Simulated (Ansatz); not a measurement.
Take GaSb in the zinc blende structure (space group F-43m, No. 216; a = 6.111 Å) as the base.

Now apply this change: an isotropic linear strain of −1.59 %, atoms relaxed at fixed cell.

Levels (all Ansatz, a quantum-chemistry and plane-wave program, PAW): PBEsol (420 eV, without spin-orbit coupling); r2SCAN (500 eV, no SOC); HSE06 (420 eV, no spin-orbit coupling).

At the geometry relaxed with PBEsol, these levels gave the following band gaps, in shuffled order: (a) 1.16 eV, (b) 0.82 eV, (c) 0.35 eV.

### Question
Match each gap to its level.

### Answer
(a) HSE06; (b) r2SCAN; (c) PBEsol.

Single points use the geometry relaxed with PBEsol. Spin-orbit coupling, missing from the scalar runs, can matter with Sb. Whether these cells are dynamically stable was not tested. All final runs are without spin polarisation.
